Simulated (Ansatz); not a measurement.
Results of PBEsol in Ansatz (plane waves, PAW) for WO₃ (Pm-3m, No. 221, 4 atoms in the cell; start mp-19390; a measured phase of this formula has another space group).

Run with plane-wave cutoff 520 eV, 10×10×10 k mesh, Fermi–Dirac smearing 0.01 eV, no spin polarisation, scalar-relativistic PAW data made under PBE.

Cell (relaxed at this level):

```cif
data_O3W
_chemical_formula_sum 'W1 O3'
_space_group_name_H-M_alt 'P 1'
_space_group_IT_number 1
_cell_length_a 3.79937
_cell_length_b 3.79937
_cell_length_c 3.79937
_cell_angle_alpha 90.000
_cell_angle_beta 90.000
_cell_angle_gamma 90.000
loop_
_space_group_symop_operation_xyz
  'x, y, z'
loop_
_atom_site_label
_atom_site_type_symbol
_atom_site_fract_x
_atom_site_fract_y
_atom_site_fract_z
_atom_site_occupancy
W1 W 0.00000 0.00000 0.00000 1
O1 O 0.00000 0.00000 0.50000 1
O2 O 0.50000 0.00000 0.00000 1
O3 O 0.00000 0.50000 0.00000 1
```

**Question.** Give the computed band gap and bulk modulus.

**Answer.** 
* **band gap**: 0.58 eV (on the SCF k mesh)
* **bulk modulus**: 248 GPa

Note: the relaxation could not lower the start's symmetry, so the cell can be a saddle point above a distorted one; the bulk modulus is −V dP/dV from two relaxed cells at ±2 % in volume.

Spin–orbit coupling is not included.

Computed values are for the static lattice.

A start named mp-… is a Materials Project structure, which need not be a measured phase.

Ansatz is a first-principles code.
